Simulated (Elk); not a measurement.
Worked example: self-consistent single point of ZrCu (P1, 2 atoms in the cell) in Elk.

Method: LDA (PW92), all-electron FP-LAPW, Elk's shipped species files, APW+lo basis with extra local orbitals (Elk 10.2.4).

```
ZrCu
1.0
    3.25266     0.00000     0.00000
    0.00000     3.25266     0.00000
    0.00000     0.00000     3.25266
Zr Cu
1 1
Cartesian
  1.61327   1.61001   1.67129
  0.01306   0.01632  -0.04496
```

Reference input (self-consistent single point, DFT, PBEsol, all-electron FP-LAPW, Elk's shipped species files, APW+lo basis with extra local orbitals): xctype = 22; rgkmax = 8; swidth = 0.00499791 Ha; ngridk = 7 7 7; gmaxvr = 16 1/bohr; nxlo = 2; lorbcnd = true; lmaxi = 3; maxscl = 100. This run's input differs from it in these lines:

```diff
@@ -2,5 +2,2 @@
   0
-
-xctype
-  22
```

The program printed (abridged):

```
│ Self-consistent loop started │
│ Loop number : 1 │
 total energy                :     -5223.26551305
│ Loop number : 2 │
 total energy                :     -5226.79903955
RMS change in Kohn-Sham potential (target) :   0.7262247561     (  0.1000000000E-05)
Absolute change in total energy (target)   :    3.533526497     (  0.1000000000E-03)
│ Loop number : 3 │
 total energy                :     -5241.80409346
RMS change in Kohn-Sham potential (target) :   0.2893032340     (  0.1000000000E-05)
Absolute change in total energy (target)   :    15.88843553     (  0.1000000000E-03)
│ Loop number : 4 │
   [... lines left out ...]
Absolute change in total energy (target)   :   0.7126925120E-03 (  0.1000000000E-03)
│ Loop number : 16 │
 total energy                :     -5247.80280037
RMS change in Kohn-Sham potential (target) :   0.4417733730E-05 (  0.1000000000E-05)
Absolute change in total energy (target)   :   0.1308082465E-03 (  0.1000000000E-03)
│ Loop number : 17 │
 total energy                :     -5247.80279018
RMS change in Kohn-Sham potential (target) :   0.3134398267E-06 (  0.1000000000E-05)
Absolute change in total energy (target)   :   0.4289502886E-04 (  0.1000000000E-03)
Convergence targets achieved

│ Loop number : 18 │

Energies :
 Fermi                       :     0.312816808359
 total energy                :     -5247.80278954

Density of states at Fermi energy :    71.22789269
 (states/Hartree/unit cell)

Estimated indirect band gap :   0.1214133433E-03
 from k-point     98 to k-point    308
Estimated direct band gap   :   0.8197211744E-03
 at k-point     98

Charges :
 core                        :    40.00000000
 valence                     :    29.00000000
 interstitial                :    2.712241492
 muffin-tins (core leakage)
  species :    1 (Zr)
   atom    1                 :    37.95412680     (  0.2881498741E-05)
  species :    2 (Cu)
   atom    1                 :    28.33363171     (  0.1653822960E-03)
 total in muffin-tins        :    66.28775851
 total calculated charge     :    68.99621537
 total charge                :    69.00000000
 error                       :   0.3784627118E-02

│ Self-consistent loop stopped │
```

The run converged in 18 iterations. The count includes the last loop, which Elk runs after its targets are met. 

The starting cell comes from a database of computed structures (which also holds hypothetical and non-ambient phases and stackings), without a prior relaxation at this level. Its atoms were displaced at random from the sites of space group no. 221. Spin polarisation is off. Values depend on the basis (sphere radii, cutoffs, local orbitals), which need not be converged. The log's line on a gap gives a spacing of levels on this mesh, which the program prints for metals too.

Cost on one core of a shared machine: roughly 5 min.
